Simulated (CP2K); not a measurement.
# Input and output of a self-consistent single point for AlNi (Pm-3m, 2 atoms in the cell) (CP2K)

Level of theory: PBE, GPW, DZVP-MOLOPT-SR-GTH basis, GTH-PBE potentials (GTH_POTENTIALS) (CP2K).

Input:

```
&GLOBAL
  PROJECT scf
  RUN_TYPE ENERGY_FORCE
  PRINT_LEVEL MEDIUM
&END GLOBAL
&FORCE_EVAL
  METHOD Quickstep
  STRESS_TENSOR ANALYTICAL
  &DFT
    BASIS_SET_FILE_NAME BASIS_MOLOPT
    POTENTIAL_FILE_NAME GTH_POTENTIALS
    &QS
      METHOD GPW
      EPS_DEFAULT 1E-11
    &END QS
    &MGRID
      CUTOFF 600
      REL_CUTOFF 50
      NGRIDS 5
    &END MGRID
    &SCF
      SCF_GUESS ATOMIC
      EPS_SCF 1E-7
      MAX_SCF 100
      ADDED_MOS 5
      &DIAGONALIZATION
        ALGORITHM STANDARD
      &END DIAGONALIZATION
      &MIXING
        METHOD BROYDEN_MIXING
        ALPHA 0.2
        NBUFFER 8
      &END MIXING
      &SMEAR ON
        METHOD GAUSSIAN
        SIGMA [eV] 0.272
      &END SMEAR
    &END SCF
    &KPOINTS
      SCHEME MONKHORST-PACK 9 9 9
    &END KPOINTS
    &XC
      &XC_FUNCTIONAL PBE
      &END XC_FUNCTIONAL
    &END XC
    &PRINT
      &MO
        EIGENVALUES T
        OCCUPATION_NUMBERS T
        NDIGITS 8
        FILENAME mo
        &EACH
          QS_SCF 0
        &END EACH
        ADD_LAST NUMERIC
      &END MO
      &MULLIKEN ON
      &END MULLIKEN
    &END PRINT
  &END DFT
  &SUBSYS
    &CELL
      A 2.82139000 0.00000000 0.00000000
      B 0.00000000 2.82139000 0.00000000
      C 0.00000000 0.00000000 2.82139000
      PERIODIC XYZ
    &END CELL
    &COORD
      SCALED
      Al       0.50000000     0.50000000     0.50000000
      Ni       0.00000000     0.00000000     0.00000000
    &END COORD
    &KIND Al
      BASIS_SET DZVP-MOLOPT-SR-GTH-q3
      POTENTIAL GTH-PBE-q3
    &END KIND
    &KIND Ni
      BASIS_SET DZVP-MOLOPT-SR-GTH-q18
      POTENTIAL GTH-PBE-q18
    &END KIND
  &END SUBSYS
  &PRINT
    &FORCES ON
    &END FORCES
    &STRESS_TENSOR ON
    &END STRESS_TENSOR
  &END PRINT
&END FORCE_EVAL
```

Output (repeated stretches shortened):

```
 GLOBAL| Method name                                                        CP2K
 GLOBAL| Project name                                                        scf
 GLOBAL| Run type                                                   ENERGY_FORCE

 CELL| Volume [angstrom^3]:                                            22.458946
 CELL| Vector a [angstrom]:       2.821     0.000     0.000   |a| =     2.821390
 CELL| Vector b [angstrom]:       0.000     2.821     0.000   |b| =     2.821390
 CELL| Vector c [angstrom]:       0.000     0.000     2.821   |c| =     2.821390
 CELL| Angle (b,c), alpha [degree]:                                    90.000000
 CELL| Angle (a,c), beta  [degree]:                                    90.000000
 CELL| Angle (a,b), gamma [degree]:                                    90.000000
 CELL| Numerically orthorhombic:                                             YES
 CELL| Periodicity                                                           XYZ

 DFT| Spin restricted Kohn-Sham (RKS) calculation                            RKS
 DFT| Multiplicity                                                             2
 DFT| Number of spin states                                                    1
 DFT| Charge                                                                   0
 DFT| XC density smoothing                                                  NONE
 DFT| XC derivatives                                                          PW

 QS| Method:                                                                 GPW
 QS| Density plane wave grid type                        NON-SPHERICAL FULLSPACE
 QS| Number of grid levels:                                                    5
 QS| Density cutoff [a.u.]:                                                300.0
 QS| Multi grid cutoff [a.u.]: 1) grid level                               300.0
   [... lines left out ...]
 BRILLOUIN| Wavefunction type                                            COMPLEX
 BRILLOUIN| List of Kpoints [2 Pi/Bohr]                                      365
 BRILLOUIN| Number           Weight            X              Y              Z
 BRILLOUIN|     1           0.00274       -0.44444       -0.44444       -0.44444
 BRILLOUIN|     2           0.00274       -0.44444       -0.44444       -0.33333
 BRILLOUIN|     3           0.00274       -0.44444       -0.44444       -0.22222
   [... 362 lines left out ...]
 *******************************************************************************

 Extrapolation method: initial_guess

 Re-scaling the density matrix to get the right number of electrons
                  # Electrons              Trace(P)               Scaling factor
                           21                21.000                        1.000

 Number of electrons:                                                         21
 Number of occupied orbitals:                                                 11
 Number of molecular orbitals:                                                16

 Number of orbital functions:                                                 39
 Number of independent orbital functions:                                     39
 SCF WAVEFUNCTION OPTIMIZATION

  Step     Update method      Time    Convergence         Total energy    Change
     1 NoMix/Diag. 0.20E+00      -     1.60092664      -172.0822704125 -1.72E+02
     2 Broy./Diag. 0.20E+00      -     0.16954029      -167.9930271363  4.09E+00
     3 Broy./Diag. 0.20E+00      -     0.02726948      -172.3254607739 -4.33E+00
     4 Broy./Diag. 0.20E+00      -     0.02684532      -171.4608193621  8.65E-01
     5 Broy./Diag. 0.20E+00      -     0.00411614      -171.5528842690 -9.21E-02
     6 Broy./Diag. 0.20E+00      -     0.00150759      -171.4231560617  1.30E-01
     7 Broy./Diag. 0.20E+00      -     0.00070722      -171.4427467087 -1.96E-02
     8 Broy./Diag. 0.20E+00      -     0.00002285      -171.4247347075  1.80E-02
     9 Broy./Diag. 0.20E+00      -     0.00003207      -171.4253263454 -5.92E-04
    10 Broy./Diag. 0.20E+00      -     0.00000099      -171.4252311558  9.52E-05
    11 Broy./Diag. 0.20E+00      -     0.00000043      -171.4252568397 -2.57E-05
    12 Broy./Diag. 0.20E+00      -     0.00000002      -171.4252577778 -9.38E-07
  *** SCF run converged in    12 steps ***

  Electronic density on regular grids:        -20.9999999999        0.0000000001
  Core density on regular grids:               20.9999999999       -0.0000000001
  Total charge density on r-space grids:       -0.0000000000
  Total charge density g-space grids:          -0.0000000000

  Overlap energy of the core charge distribution:               0.00000000000005
  Self energy of the core charge distribution:               -266.78107450615340
  Core Hamiltonian energy:                                     74.48421028613754
  Hartree energy:                                              38.73533962913152
  Exchange-correlation energy:                                -17.86262095998696
  Smearing free energy correction:                             -0.00111222697168
  Fermi energy:                                                 0.43708653034022

  Total energy:                                              -171.42525777784189
  Total energy (extrapolated to sigma->0):                   -171.42470166435606

                     Mulliken Population Analysis

 #  Atom  Element  Kind  Atomic population                           Net charge
       1     Al       1          1.748964                              1.251036
       2     Ni       2         19.251036                             -1.251036
 # Total charge                             21.000000                  0.000000

 ENERGY| Total FORCE_EVAL ( QS ) energy [hartree]           -171.425257769719252

 FORCES| Atomic forces [hartree/bohr]
 FORCES|   Atom     x               y               z               |f|
 FORCES|      1 -2.29322295E-12 -2.29335820E-12 -2.29347671E-12   3.97220327E-12
 FORCES|      2  6.09206851E-10  6.09202736E-10  6.09198405E-10   1.05516997E-09
 FORCES| Sum     6.06913628E-10  6.06909378E-10  6.06904929E-10
 FORCES| Total atomic force                                       1.05119776E-09

 STRESS| Analytical stress tensor [bar]
 STRESS|                        x                   y                   z
 STRESS|      x        1.41070148763E+05   4.34340074273E-04   4.34338985735E-04
 STRESS|      y        4.34340074273E-04   1.41070148763E+05   4.34342200600E-04
 STRESS|      z        4.34338985735E-04   4.34342200600E-04   1.41069955412E+05
 STRESS| 1/3 Trace                                             1.41070084313E+05
```

The run converged in 12 iterations.

The starting cell comes from a database of computed structures (which also holds hypothetical and non-ambient phases and stackings), without a prior relaxation at this level. Its lattice was rescaled by a random factor within 2.5 % of one. Spin polarisation is off. Values carry the incompleteness of an atom-centred basis. With a pressure of about 14 GPa the cell is away from its equilibrium volume at this level.

Cost on one core of a shared machine: roughly 2 min.
